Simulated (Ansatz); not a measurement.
## GeSiC2 (model structure, started from the AlGaN2 type, P-4m2, No. 115, 4 atoms in the cell)

Level of theory: G0W0@PBEsol+SOC (plane waves, hard PAW, contour deformation, complete-basis limit, spin–orbit shift from PBEsol; Ansatz, an electronic-structure program).

Run with largest k mesh 8×8×6 (not extrapolated in the mesh).

Cell (relaxed with PBEsol):

```xyz
4
Lattice="3.1564 0.0000 0.0000 0.0000 3.1564 0.0000 0.0000 0.0000 4.4506" Properties=species:S:1:pos:R:3 pbc="T T T"
Ge     1.5782     1.5782     2.2253
Si     0.0000     0.0000     0.0000
C      1.5782     0.0000     3.3989
C      0.0000     1.5782     1.0517
```

```json
{
  "band_gap": "2.40 eV"
}
```

Note: filled d or f shells below the valence bands can shift G0W0 gaps through exchange with them, which wasn't tested here; spin–orbit coupling enters as the shift of the gap found with a semilocal functional; the relaxation could raise the start's symmetry but not lower it, so the cell can be a saddle point.

Static lattice: no zero-point or thermal effects.

Computing time: about 2.2 core-hours (a rough figure).

A model structure was made by putting elements into a prototype or built by hand; it is no filed structure, need not be a known phase, and can be a saddle point held by its symmetry.
